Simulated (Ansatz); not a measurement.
Subject: the formation energy of Os_Cu in Cu (fcc, Fm-3m). Reaction: Os (hcp) + 63 Cu (fcc) → cell A.

Cell A: a supercell of 64 sites of Cu (fcc, Fm-3m) with Os on a Cu site (12 Cu at 2.59 Å); spin state with PBE: run without spin, k-point mesh 5×5×5.
```
CELL_PARAMETERS angstrom
     10.26676     0.00000     0.00000
      5.13338     8.89128     0.00000
      5.13338     2.96376     8.38278
ATOMIC_POSITIONS crystal
  Cu 0.00000 0.00000 0.00000
  Cu 0.00000 0.00000 0.25001
  Cu 0.00000 0.00000 0.50000
  Cu 0.00000 0.00000 0.74999
  Cu 0.00000 0.25001 0.00000
  Cu 0.00059 0.24971 0.24971
  Cu 0.00059 0.24971 0.50000
  Cu 0.00000 0.25001 0.74999
  Cu 0.00000 0.50000 0.00000
  Cu 0.00059 0.50000 0.24971
  Cu 0.00000 0.50000 0.50000
  Cu 0.99941 0.50000 0.75029
  Cu 0.00000 0.74999 0.00000
  Cu 0.00000 0.74999 0.25001
  Cu 0.99941 0.75029 0.50000
  Cu 0.99941 0.75029 0.75029
  Cu 0.25001 0.00000 0.00000
  Cu 0.24971 0.00059 0.24971
  Cu 0.24971 0.00059 0.50000
  Cu 0.25001 0.00000 0.74999
  Cu 0.24971 0.24971 0.00059
  Cu 0.25000 0.25000 0.25000
  Cu 0.24971 0.24971 0.50000
  Cu 0.24951 0.24951 0.75049
  Cu 0.24971 0.50000 0.00059
  Cu 0.24971 0.50000 0.24971
  Cu 0.24819 0.50000 0.50000
  Cu 0.24819 0.50000 0.75181
  Cu 0.25001 0.74999 0.00000
  Cu 0.24951 0.75049 0.24951
  Cu 0.24819 0.75181 0.50000
  Cu 0.24951 0.75049 0.75049
  Cu 0.50000 0.00000 0.00000
  Cu 0.50000 0.00059 0.24971
  Cu 0.50000 0.00000 0.50000
  Cu 0.50000 0.99941 0.75029
  Cu 0.50000 0.24971 0.00059
  Cu 0.50000 0.24971 0.24971
  Cu 0.50000 0.24819 0.50000
  Cu 0.50000 0.24819 0.75181
  Cu 0.50000 0.50000 0.00000
  Cu 0.50000 0.50000 0.24819
  Os 0.50000 0.50000 0.50000
  Cu 0.50000 0.50000 0.75181
  Cu 0.50000 0.75029 0.99941
  Cu 0.50000 0.75181 0.24819
  Cu 0.50000 0.75181 0.50000
  Cu 0.50000 0.75029 0.75029
  Cu 0.74999 0.00000 0.00000
  Cu 0.74999 0.00000 0.25001
  Cu 0.75029 0.99941 0.50000
  Cu 0.75029 0.99941 0.75029
  Cu 0.74999 0.25001 0.00000
  Cu 0.75049 0.24951 0.24951
  Cu 0.75181 0.24819 0.50000
  Cu 0.75049 0.24951 0.75049
  Cu 0.75029 0.50000 0.99941
  Cu 0.75181 0.50000 0.24819
  Cu 0.75181 0.50000 0.50000
  Cu 0.75029 0.50000 0.75029
  Cu 0.75029 0.75029 0.99941
  Cu 0.75049 0.75049 0.24951
  Cu 0.75029 0.75029 0.50000
  Cu 0.75000 0.75000 0.75000
```

Reference: Os (hcp, P6₃/mmc), 2 atoms in the cell; spin state with PBE: run without spin, k-point mesh 30×30×14 on the run's own vectors. Conventional cell: a = 2.755 Å, b = 2.755 Å, c = 4.347 Å, α = 90.00°, β = 90.00°, γ = 120.00°.

Reference: Cu (fcc, Fm-3m), 64 atoms in the cell, the relaxed perfect crystal repeated, atoms not moved again; spin state with PBE: run without spin, k-point mesh 5×5×5 on the run's own vectors.

All numbers come from Ansatz (an electronic-structure program), plane waves with PAW, its default PAW set, cutoff 420 eV. The structures are at rest with PBE, within the held lattices. Neutral cells; Fermi-Dirac smearing of at most 0.10 eV in the solids, energies taken to zero width. Larger cells are relaxed from a start prepared with the learned potential CHGNet, on a coarser mesh till forces fall under 0.03 eV/Å, which some starts already meet. A dispersion term (D3(BJ), or D4 for r2SCAN) was computed beside these levels and is taken off wherever the name lacks it. Space groups of crystals are read within 0.01 Å. Static lattices, no vibrational contributions. Cells are local rest points, mostly with their start's symmetry. Spin-orbit coupling is left out. No correction for cell size. Mesh and cell size may move defect energies by 0.1 eV or more. Cell A has symmetry Fm-3m within 0.02 Å and got no random move, so less symmetric positions, which may lie lower, weren't tried.

### Question
What is the computed value (PBE)?

### Answer
1.58 eV, for Os (hcp) + 63 Cu (fcc) → cell A.
